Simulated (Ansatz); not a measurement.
Consider InBi in the zinc blende structure (space group F-43m, No. 216; a cell from a computed database, its experimental status unchecked).

```xyz
2
Lattice="0.0000 3.3796 3.3796 3.3796 0.0000 3.3796 3.3796 3.3796 0.0000" Properties=species:S:1:pos:R:3 pbc="T T T"
In     0.0000     0.0000     0.0000
Bi     5.0694     5.0694     5.0694
```

Cartesian axes are those of the cell as printed.

Calculations: Ansatz (an electronic-structure program), r2SCAN, PAW, cutoff 500 eV, without spin-orbit coupling, earlier PAW set.

For the base:

The volume per atom is 38.60 Å³.

Perturbation: biaxial strain −0.99 %, plane normal [001], relaxed out of plane (Cartesian); in-plane vectors clamped, the third vector and the atoms free.

### Question
Predict the new volume per atom.

### Answer
The volume per atom shrinks by 0.34 Å³ to 38.26 Å³.

Whether these cells are dynamically stable was not tested.
